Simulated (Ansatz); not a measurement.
**InSe: thickness series**

The reference is InSe in the beta-GaS type structure (space group P6_3/mmc, No. 194; a = 4.017 Å, c = 16.933 Å; layered, stacked along the Cartesian z axis).

Free-standing slabs (4 atom(s) a layer) normal to the stacking axis with 15 Å of vacuum; in-plane cell relaxed.

Level of theory: Ansatz (a program for electronic structure) r2SCAN+rVV10, scalar-relativistic without spin-orbit coupling.

Notes on the quantities. excess energy per area of both faces: slab less bulk energy over the cell's area: twice a surface energy; electron mass: in plane.

| case | excess energy per area of both faces | in-plane lattice parameter a | gap character | electron mass |
|---|---|---|---|---|
| base | – | 4.017 Å | – | – |
| 1 layer | 0.24 J/m² | 4.007 Å | indirect, k = (0.100, 0.200, 0) in the run's primitive reciprocal basis → Γ | 0.19 mₑ (at Γ) |
| 2 layers | 0.25 J/m² | 4.011 Å | indirect, k = (0, 0.100, 0) in the run's primitive reciprocal basis → Γ | 0.17 mₑ (at Γ) |
| 3 layers | 0.25 J/m² | 4.013 Å | indirect, K–Γ (89 % along) → Γ | 0.16 mₑ (at Γ) |

The excess energy carries the mismatch between the slab's and the bulk's meshes. Effective masses come from finite differences of ±0.01 Å⁻¹. Stability against distortions was not tested. Labels are those of the standard path for the cell's own space group.
